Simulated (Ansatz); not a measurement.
The reference is KTaO3 in the cubic perovskite structure (space group Pm-3m, No. 221; a = 4.0232 Å).

Structures relaxed with Ansatz (a quantum-chemistry and plane-wave program), PBE, PAW, cutoff 420 eV, no spin-orbit coupling, earlier PAW set.

Base:

Simulated powder pattern, Cu Kα1, λ = 1.54056 Å (kinematic, ideal powder, no thermal factors, no anomalous dispersion; the 10 strongest lines at most, above 2 %, up to 2θ = 90°):

```
2θ (°)  I/Imax (%)    hkl
------  ----------  -----
22.08           69  (100)
31.42          100  (110)
38.73          8.0  (111)
45.03           32  (200)
50.70           32  (210)
55.94           40  (211)
65.58           19  (220)
70.11           16  (221)
74.52           18  (310)
87.31          7.3  (320)
```

The change: every O is replaced by Cl, then cell and atoms are relaxed.

Question: How do the reflections move or split?

Answer: 
Simulated powder pattern, Cu Kα1, λ = 1.54056 Å (kinematic, ideal powder, no thermal factors, no anomalous dispersion; the 10 strongest lines at most, above 2 %, up to 2θ = 90°):

```json
[
 {"2θ (°)": "17.87", "I/Imax (%)": "100", "hkl": "(100)"},
 {"2θ (°)": "25.37", "I/Imax (%)": "97", "hkl": "(110)"},
 {"2θ (°)": "36.19", "I/Imax (%)": "61", "hkl": "(200)"},
 {"2θ (°)": "40.64", "I/Imax (%)": "52", "hkl": "(210)"},
 {"2θ (°)": "44.72", "I/Imax (%)": "45", "hkl": "(211)"},
 {"2θ (°)": "52.11", "I/Imax (%)": "41", "hkl": "(220)"},
 {"2θ (°)": "55.54", "I/Imax (%)": "27", "hkl": "(300)"},
 {"2θ (°)": "58.83", "I/Imax (%)": "20", "hkl": "(310)"},
 {"2θ (°)": "71.05", "I/Imax (%)": "23", "hkl": "(321)"},
 {"2θ (°)": "87.98", "I/Imax (%)": "19", "hkl": "(420)"}
]
```

The indices refer to each structure's own conventional cell; one index is shown for lines that coincide.

Whether these cells are dynamically stable was not tested. As relaxed here, KTaCl3 is a hypothetical phase, not in the database extracts checked. No Hubbard U is applied, and correlation can decide whether such a compound is a metal. The final runs are not spin-polarised. An odd electron count without spin: KTaCl3. KTaCl3 has a high density of states at the Fermi level and may be magnetic at this level.
